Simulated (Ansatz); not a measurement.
The starting structures come from a database of crystals and need not be the phases stable at ambient conditions.

By PBEsol, the system below comes out a metal.

A figure of merit of an interconnect metal is its ballistic conductance per area.

Here is the system:

```
CELL_PARAMETERS angstrom
      3.92590     0.00000     0.00000
      0.00000     7.37608     0.00000
      0.00000     0.00000     5.45744
ATOMIC_POSITIONS crystal
  Si 0.75000 0.10626 0.27675
  Si 0.25000 0.89374 0.72325
  Si 0.25000 0.60626 0.22325
  Si 0.75000 0.39374 0.77675
  Rh 0.25000 0.19638 0.52696
  Rh 0.75000 0.80362 0.47304
  Rh 0.75000 0.69638 0.97304
  Rh 0.25000 0.30362 0.02696
  Rh 0.75000 0.06992 0.84095
  Rh 0.25000 0.93008 0.15905
  Rh 0.25000 0.56992 0.65905
  Rh 0.75000 0.43008 0.34095
```

Space group of this cell: Pnma. The cell is taken as given; by PBEsol its mean pressure is -3.4 GPa.

The current flows along the normal of the first two printed cell vectors. No spin-orbit coupling; the value is a mean over 0.1 eV about the Fermi level.

Question: Compute, with Ansatz (a quantum-chemistry and plane-wave program) with PBEsol, the ballistic conductance per area.

Answer: 0.53 × 10¹⁵ S/m² for both spins.
